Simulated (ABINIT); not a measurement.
**One base run on KCaZrBiO6 (F-43m, 10 atoms in the cell) and variants with one or two settings moved**

```
KCaZrBiO6
1.0
    0.00000     4.19559     4.19559
    4.19559     0.00000     4.19559
    4.19559     4.19559     0.00000
K Ca Zr Bi O
1 1 1 1 6
Direct
  0.25000   0.25000   0.25000
  0.75000   0.75000   0.75000
  0.50000   0.50000   0.50000
  0.00000   0.00000   0.00000
  0.74898   0.25102   0.25102
  0.74898   0.25102   0.74898
  0.25102   0.74898   0.74898
  0.25102   0.74898   0.25102
  0.74898   0.74898   0.25102
  0.25102   0.25102   0.74898
```

Base run A: PBEsol, norm-conserving pseudopotentials (PseudoDojo nc-sr-04 PBEsol standard) in ABINIT, self-consistent single point.

Its settings: pseudos = [K.upf, Ca.upf, Zr.upf, Bi.upf, O.upf]; ecut = 84 Ry; occopt = 1; ngkpt = 3 3 3; nshiftk = 1; shiftk = 0 0 0; potentials = PseudoDojo nc-sr-04 PBEsol standard; nband = 44; kptopt = 1; nstep = 60; tolvrs = 1e-10; diemac = 12.

The starting cell comes from a database of computed structures (which also holds hypothetical and non-ambient phases and stackings), without a prior relaxation at this level. Spin-orbit coupling is off. In the base run, with a pressure of about -7 GPa the cell is away from its equilibrium volume at this level. Another mesh or the band path of this cell gives a smaller gap, so this value is not converged in the mesh.

ΔF is the free energy per atom less that of run A. A dash stands where there is no value to compare (another energy zero or no entropy term, no result, no spin, no clean gap, or a mesh too coarse for one). Absolute energies have different zeros for different potentials, functionals, Hubbard and dispersion terms and are not compared across them.

Run A gave: pressure (GPa) -6.87; largest force (eV/Å) 0.023; gap on the mesh (eV) 1.611; k-points 4.

Runs:
- B: ngkpt: 3 3 3 → 2 2 2
- C: npulayit: default → 20
- D: tolvrs: 1e-10 → default; toldfe: default → 1e-10 Ha
- E: potentials: PseudoDojo nc-sr-04 PBEsol standard → PseudoDojo nc-sr-05 PBE standard; ixc: default → -109134 [PW91]
- F: potentials: PseudoDojo nc-sr-04 PBEsol standard → PseudoDojo nc-fr-04 PBEsol standard

Q: What does run E change against A?

A: The pressure goes from -6.87 to -2.80 GPa, the largest force goes from 0.023 to 0.041 eV/Å and the gap on the mesh goes from 1.611 to 1.666 eV.

```csv
run,ΔF (meV/atom),pressure (GPa),largest force (eV/Å),gap on the mesh (eV),k-points
A,0.00,-6.87,0.023,1.611,4
B,25.0,-6.86,0.119,1.137,3
C,0.00,-6.87,0.023,1.611,4
D,0.00,-6.87,0.023,1.611,4
E,–,-2.80,0.041,1.666,4
F,–,-6.83,0.020,1.634,4
```
